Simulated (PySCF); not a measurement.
PySCF 2.14.0, HF/def2-svpd, df: Ta(NH)(F)3 ([NH]=[Ta]([F])([F])[F]), 6 atoms. The geometry is a generated start, not checked to be a minimum at this level.

```yaml
task: energy
method: hf
basis: def2-svpd
two_electron_scheme: density fitting
mol.max_memory: 3000 MB
mf.max_cycle: 100
mf.DIIS: CDIIS (default)
mf.conv_tol: 1e-09 (default)
effective_core_potentials: those of the basis set, past Kr
basis_functions: 132
```

```xyz
6

Ta    -0.0487     0.2598     0.3494
N      0.1538    -0.8075    -1.0702
H      0.2708    -1.4112    -1.8703
F      1.6127     0.7206     1.0638
F     -0.9350     1.8320    -0.1428
F     -1.0536    -0.5938     1.6700
```

Charge 0 and multiplicity 1 are set for this test and not shown to be the ground state.

With the defaults (mf.diis = true, newton = off, mf.diis_damp = 0, mf.damp = 0, mf.diis_start_cycle = 1, mf.level_shift = 0, mf.init_guess = minao, mf.diis_space = 8) it converges in 13 Fock builds. One run each on 2 threads, 1 BLAS thread, with these changes:…
- mf.diis = false
- mf.damp = 0.3, mf.diis_start_cycle = 4
- mf.diis_damp = 0.3
- mf.init_guess = atom
- mf.diis_space = 3
- mf.level_shift = 0.3 Hartree
- newton = Hessian by the SCF's own integrals
- mf.diis = false, mf.damp = 0.7, mf.diis_start_cycle = 999
- mf.level_shift = 1 Hartree

Name the settings that don't reach the solution of the defaults.

No convergence: mf.diis = false (the run ends without SCF convergence in 100 cycles). The rest reach the solution of the defaults.

```
setting                                                    Fock builds             end
---------------------------------------------------------  -----------  --------------
the defaults                                                        13   same solution
mf.diis_damp = 0.3                                                  13   same solution
mf.damp = 0.3, mf.diis_start_cycle = 4                              13   same solution
mf.init_guess = atom                                                13   same solution
mf.level_shift = 0.3 Hartree                                        15   same solution
mf.diis_space = 3                                                   16   same solution
mf.level_shift = 1 Hartree                                          24   same solution
newton = Hessian by the SCF's own integrals                         26   same solution
mf.diis = false, mf.damp = 0.7, mf.diis_start_cycle = 999           42   same solution
mf.diis = false                                                    101  no convergence
```

Under newton the count holds the products with the orbital Hessian.
